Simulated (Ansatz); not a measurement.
Response to strain in TiC

The reference is TiC in the rock salt structure (space group Fm-3m, No. 225; a = 4.329 Å; relaxed with 0.1 eV smearing). Axes: x, y, z lie along the cube axes.

Strains are applied to the cell and any free atomic positions relax; under biaxial strain the out-of-plane vector relaxes too; under stress the whole cell relaxes.

All numbers come from r2SCAN in Ansatz (plane waves to 500 eV, PAW, no spin-orbit coupling), earlier PAW set.

Candidates:
(a) tensor shear ε_xz = −1.91 %
(b) biaxial strain −1.24 %, plane normal [001], relaxed out of plane
(c) uniaxial strain ε_zz = +4.70 %
(d) uniaxial stress, 2 GPa compression along x

Notes on the quantities. energy relative to the base: free energy F.

**Question.** Order them by energy relative to the base, lowest first.

**Answer.** (d) uniaxial stress, 2 GPa compression along x (+0.3 meV/atom), (b) biaxial strain −1.24 %, plane normal [001], relaxed out of plane (+6.0 meV/atom), (a) tensor shear ε_xz = −1.91 % (+8.7 meV/atom), (c) uniaxial strain ε_zz = +4.70 % (+31 meV/atom)…

Stability under load was not tested beyond the relaxation. The final runs are not spin-polarised.

Ansatz is a quantum-chemistry and plane-wave program.
